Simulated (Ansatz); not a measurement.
The reference is HfN in the rock salt structure (space group Fm-3m, No. 225).

```
CELL_PARAMETERS angstrom
      0.00000     2.26297     2.26297
      2.26297     0.00000     2.26297
      2.26297     2.26297     0.00000
ATOMIC_POSITIONS crystal
  N  0.00000 0.00000 0.00000
  Hf 0.50000 0.50000 0.50000
```

Calculations: r2SCAN (Ansatz, a program for electronic structure; PAW; 500 eV plane waves; scalar-relativistic without spin-orbit coupling), earlier PAW set.

Before the change:

| Item | Value |
|---|---|
| Lattice parameter a | 4.526 Å |

Perturbation: full substitution N → B; the structure is relaxed again.

Tabulated Pauling electronegativity and covalent radius: N 3.04, 0.71 Å; B 2.04, 0.84 Å.

Question: How does this affect the lattice parameter a?

Answer: The lattice parameter a goes up by 0.2995 Å (4.526 Å → 4.825 Å).

Whether these cells are dynamically stable was not tested. The final runs are not spin-polarised. An odd electron count without spin: HfB and HfN.
